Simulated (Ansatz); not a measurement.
Take GaN in the wurtzite structure (space group P6_3mc, No. 186; a = 3.1831 Å, c = 5.1836 Å) as the base. Axes: x lies along a and z along c of the hexagonal cell.

Level of theory: DFT with r2SCAN, PAW potentials and a 500 eV plane-wave cutoff in Ansatz (a quantum-chemistry and plane-wave program), no SOC.

Modification: biaxial strain +1.53 %, plane normal [001], relaxed out of plane (Cartesian); in-plane vectors clamped, the third vector and the atoms free.

### Question
Predict the new ratio −ε⊥/ε∥.

### Answer
The ratio −ε⊥/ε∥ amounts to 0.47.

No phonon test of stability was made.
